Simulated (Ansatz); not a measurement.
The reference is ZnS in the zinc blende structure (space group F-43m, No. 216).

```
ZnS
1.0
    0.00000     2.69520     2.69520
    2.69520     0.00000     2.69520
    2.69520     2.69520     0.00000
S Zn
1 1
Direct
  0.75000   0.75000   0.75000
  0.00000   0.00000   0.00000
```

Levels (all Ansatz, a program for electronic structure, PAW, earlier PAW set): r2SCAN (500 eV, no spin-orbit coupling); HSE06+SOC (420 eV, noncollinear with spin-orbit coupling).

The geometry is relaxed with r2SCAN.

| Property | Result |
|---|---|
| r2SCAN valence-band top at Γ | 0.00, 0.00, 0.00 eV |
| r2SCAN band gap | 2.70 eV |

With HSE06+SOC at the same geometry, the valence-band top at Γ (three highest Kramers pairs, from the VBM) changes from 0.00, 0.00, 0.00 eV to 0.00, 0.00, -0.08 eV; the band gap rises by 0.64 eV (2.70 eV → 3.34 eV). The threefold valence maximum splits by Δso ≈ 0.08 eV.

Single points use the geometry relaxed with r2SCAN. Differences between runs with and without spin-orbit coupling are approximate. No phonon test of stability was made.
